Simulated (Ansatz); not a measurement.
The parent structure is ZnO in the wurtzite structure (space group P6_3mc, No. 186; a = 3.235 Å, c = 5.211 Å). Axes: x lies along a and z along c of the hexagonal cell.

It is then changed as follows: uniaxial stress, 3 GPa tension along x, with the cell and atoms free to relax against it.

Levels (all Ansatz, a first-principles code, PAW): r2SCAN (500 eV, spin-orbit coupling left out); HSE06 (420 eV, without spin-orbit coupling).

The geometry is relaxed with r2SCAN.

- r2SCAN lowest conduction level above the VBM at special points: Γ 1.21 eV; Z 3.91 eV; T 6.23 eV

**Question.** Predict the lowest conduction level above the VBM at special points from HSE06.

**Answer.** The lowest conduction level above the VBM at special points becomes Γ 2.49 eV; Z 5.25 eV; T 7.53 eV (r2SCAN: Γ 1.21 eV; Z 3.91 eV; T 6.23 eV).

Single points use the geometry relaxed with r2SCAN. The levels and masses belong to the bands next to the band gap. Load acts through the strain it causes; cell and atoms are relaxed under it. Beyond what the load breaks, stability against distortions was not tested. Labels are those of the standard path for the cell's own space group.
